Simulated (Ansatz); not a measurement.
## hcp Y (0 0 1) on zinc-blende InAs (1 1 1) (film strained to the substrate, started from cuts of the bulks and a machine-learned relaxation; slabs As12In12 and Y16, which can lie off the formulas)

A periodic stack without vacuum, hcp Y (0 0 1) on zinc-blende InAs (1 1 1) (film strained to the substrate, started from cuts of the bulks and a machine-learned relaxation; slabs As12In12 and Y16, which can lie off the formulas): substrate slab As12In12, film Y16, surface cells [[1, 1], [-2, 1]] and [[0, -2], [2, 2]], film strained by +3.6 and +3.6 %, outermost planes In/As and Y/Y as cut, which need not be the usual terminations and can put a slab off its formula.

The start was prepared with a machine-learned potential, and the result is one local minimum, with the in-plane cell held and forces under 0.04 eV/Å; the film can end far from its bulk form.

Level of theory: PBE (plane waves to 420 eV, PAW; Ansatz, an electronic-structure program). No spin–orbit coupling; the runs are not spin-polarised; PBE gaps are too small against experiment. Its k-point mesh 4×4×1, Fermi–Dirac width 0.05 eV.

The interface area is 49.7 Å², the period is 24.51 Å and the heights between the nearest atoms of the two slabs at the two interfaces is 1.26 and 1.32 Å. The As–Y contacts across the interfaces within 1.22 times the sum of covalent radii comes out as 20, mean 2.94 Å and the In–Y contacts across the interfaces within 1.22 times the sum of covalent radii is 14, mean 3.47 Å.

```
In3Y4As3
1.0
    7.57329     0.00264    -0.20867
   -3.78719     6.56015     0.13887
   -4.76362     1.78111    24.66293
As In Y
12 12 16
Direct
  0.04550   0.95536   0.03919
  0.58943   0.00779   0.02342
  0.16899   0.49624   0.02014
  0.07098   0.59303   0.23403
  0.74796   0.89907   0.24284
  0.41140   0.26496   0.23289
  0.49078   0.52789   0.39204
  0.18259   0.88852   0.39001
  0.81072   0.21238   0.35921
  0.96849   0.53751   0.51585
  0.61186   0.80918   0.51938
  0.11903   0.17128   0.53942
  0.61959   0.58498   0.06342
  0.43142   0.09293   0.09711
  0.95701   0.18397   0.09207
  0.71295   0.60795   0.18518
  0.40688   0.93207   0.20699
  0.04601   0.25419   0.20525
  0.15522   0.57118   0.34560
  0.81071   0.85938   0.35248
  0.45297   0.23058   0.33983
  0.53864   0.41383   0.50257
  0.30371   0.93437   0.50081
  0.82323   0.18942   0.46216
  0.81409   0.15591   0.59075
  0.38881   0.13260   0.61995
  0.90087   0.70827   0.59507
  0.33507   0.58914   0.59484
  0.24883   0.25786   0.72276
  0.77960   0.28082   0.72259
  0.26543   0.75751   0.72353
  0.75816   0.76602   0.72056
  0.99637   0.06164   0.83827
  0.49449   0.07865   0.83031
  0.99305   0.56965   0.83281
  0.50038   0.55899   0.83776
  0.37498   0.22468   0.96635
  0.88409   0.18983   0.95158
  0.40028   0.71886   0.94214
  0.90455   0.68120   0.96109
```
